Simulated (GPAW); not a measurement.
Band structure of Pb (Fm-3m, 1 atom in the cell).

```xyz
1
Lattice="0.0000 2.5197 2.5197 2.5197 0.0000 2.5197 2.5197 2.5197 0.0000" Properties=species:S:1:pos:R:3 pbc="T T T"
Pb     0.0000     0.0000     0.0000
```

Computed with PBE, GPAW PAW datasets PBE (gpaw-data 1.0.1) (plane waves; GPAW).

Settings: mode = pw; ecut = 550 eV; xc = PBE; kpts = 8 8 8; mesh shift (steps) = 0 0 0; occupations.name = fermi-dirac; occupations.width = 0.1 eV; nbands = -5; convergence.forces = 0.001 eV/Å; symmetry.symmorphic = false; symmetry.tolerance = 0.0005; maxiter = 150; bandpath_npoints = 40.

The starting cell comes from a database of computed structures (which also holds hypothetical and non-ambient phases and stackings), without a prior relaxation at this level. Its lattice was rescaled by a random factor within 2.5 % of one. Spin-orbit coupling is off.

Levels in eV from the Fermi level, bands 4 to 11:
```json
[
 {"point": "Γ", "4": "-16.87", "5": "-16.87", "6": "-11.30", "7": "7.01", "8": "7.01", "9": "7.01", "10": "9.83", "11": "10.79"},
 {"point": "X", "4": "-16.73", "5": "-16.73", "6": "-6.66", "7": "-3.04", "8": "2.01", "9": "2.01", "10": "5.29", "11": "6.53"},
 {"point": "W", "4": "-16.83", "5": "-16.73", "6": "-6.56", "7": "-1.24", "8": "-1.24", "9": "0.34", "10": "10.47", "11": "11.94"},
 {"point": "K", "4": "-16.81", "5": "-16.76", "6": "-6.73", "7": "-2.11", "8": "-1.10", "9": "2.88", "10": "6.37", "11": "11.07"},
 {"point": "L", "4": "-16.75", "5": "-16.75", "6": "-7.96", "7": "-3.92", "8": "5.30", "9": "5.30", "10": "9.08", "11": "9.29"},
 {"point": "U", "4": "-16.81", "5": "-16.76", "6": "-6.73", "7": "-2.11", "8": "-1.10", "9": "2.88", "10": "6.37", "11": "11.07"}
]
```

Bands cross the Fermi level along this path, so the cell is metallic at this level.
